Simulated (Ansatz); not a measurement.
Consider the following.

```yaml
crystal:
  lattice:
    - [-0.09505, 2.83735, 2.83735]
    - [2.74230, 0.00000, 2.74230]
    - [2.83735, 2.83735, -0.09505]
  atoms:
    - { symbol: As, position: [0.25507, 0.24493, 0.25507] }
    - { symbol: Al, position: [0.99493, 0.00507, 0.99493] }
```

No spin polarisation.

Computed with Kohn–Sham DFT with the PBEsol functional, run in Ansatz (an electronic-structure program) with PAW and 420 eV plane waves, without spin-orbit coupling. Γ-centred 10×10×10 mesh, Fermi–Dirac width 0.05 eV.

Task: Predict the gap character, band gap, stress and space group.

Result: 
- Gap character: indirect, Γ → X
- Band gap: 0.83 eV
- Stress (xx, yy, zz, yz, xz, xy; compression positive): (0.13, -0.09, 0.13, 0.00, 3.46, 0.00) GPa
- Space group: Imm2 (No. 44)

The cells carry an imposed strain or load. Whether these cells are dynamically stable was not tested. The cell was made from AlAs in the zinc blende structure (space group F-43m, No. 216) by this change: tensor shear ε_xz = −3.35 %.
